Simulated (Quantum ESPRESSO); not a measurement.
Equation of state of diamond-structure Si (space group 227): energy against volume (Quantum ESPRESSO, PBE)

```yaml
crystal:
  lattice:
    - [0.00000, 2.66722, 2.66722]
    - [2.66722, 0.00000, 2.66722]
    - [2.66722, 2.66722, 0.00000]
  atoms:
    - { symbol: Si, position: [0.50000, 0.50000, 0.50000] }
    - { symbol: Si, position: [0.75000, 0.75000, 0.75000] }
```

Computed with PBE, PSlibrary PAW (PBE) pseudopotentials (plane waves; Quantum ESPRESSO). Settings: ecutwfc = 65 Ry; ecutrho = 390 Ry; occupations = smearing; smearing = fd; degauss = 0.000734986 Ry; potentials = {Si: Si.pbe-n-kjpaw_psl.1.0.0.UPF}; K_POINTS = automatic 10 10 10 0 0 0; conv_thr = 1e-10 Ry; mixing_beta = 0.7. The cell above is the first row's. The rows scale it uniformly. In all rows fractional positions and the k mesh are held. E is the free energy at the stated smearing, counted from the lowest row.

```
V (Å^3/atom)  E (meV/atom)
------------  ------------
18.975                   ?
19.387               16.42
19.800                5.65
20.212                0.37
20.625                0.00
21.037                4.05
21.450               12.07
21.862               23.65
22.275               38.42
```

Task: Using the third-order Birch-Murnaghan form, a cubic in V^(-2/3), estimate the missing E at V = 18.975 from the other rows, showing the fit.

Result: With u = V^(-2/3) - 0.132, the rows have u = 0.006567, 0.004633, 0.002770, 0.000965, -0.000777, -0.002467, -0.004099, -0.005685. Least squares gives E = 1.714 - 2457.1·u + 709059·u² + 938304·u³. Residuals (row less fit): -0.002, 0.007, 0.002, -0.004, -0.001, -0.007, 0.016, -0.006; standard error 0.010 (degrees of freedom: 4). Its minimum lies at u = 0.001727, so V0 = (0.133727)^(-3/2) = 20.45. There d²E/du² = 1428000 and d³E/du³ = 5630000, so B0 = (4/9) × 20.45^(-7/3) × 1428000 × 0.160218 = 88.9 GPa (the last factor turns the table's units into GPa), and B0' = 4 + (2/3) × 0.133727 × (5630000)/1428000 = 4.4. The program's pressures in the fitted runs (not shown) pass through zero at V = 20.45, 0.00 % from this V0. At the withheld row, u = 0.008566, so E = 1.714 - 2457.1 × 0.008566 + 709059 × 0.008566² + 938304 × 0.008566³ = 33.284 meV/atom. The calculation gives 33.27 meV/atom, 0.014 meV/atom below the prediction (under 0.05 % of the range of E in the table). The row lies outside the fitted rows, so this is an extrapolation. From the scatter of the fitted rows alone, a prediction at this place has a standard error of 0.030 meV/atom, so the miss is 0.5 times that.

Carrying the step between the two nearest rows on in a straight line would have given 27.16, off by 6.11; series whose last step already gives the withheld value aren't shown. The scan was laid around a cell of about the measured size, scaled by a guess for this functional. The runs keep the symmetry of the cell, so they don't test it for distortions. Cutoffs and mesh are single choices, not tested for convergence of this quantity. Series with a scatter that would blur these digits, or in which a gap closes, are not shown. Nor are scans whose minimum lies at an end fitted in this form.
